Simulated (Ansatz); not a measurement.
The parent structure is Ba in the bcc (W type) structure (space group Im-3m, No. 229; a = 5.069 Å).

Method: r2SCAN in Ansatz (plane waves to 500 eV, PAW, no spin-orbit coupling).

Before the change:

The lattice parameter a is 5.069 Å.

The change: Cs takes the place of Ba on all its sites, then cell and atoms are relaxed.

Tabulated Pauling electronegativity and covalent radius: Ba 0.89, 2.15 Å; Cs 0.79, 2.44 Å.

Problem. What does the calculation give for the lattice parameter a after the change?

Solution. The lattice parameter a goes up by 1.190 Å, from 5.069 Å to 6.259 Å.

No phonon test of stability was made. The final runs are not spin-polarised.

Ansatz is an electronic-structure program.
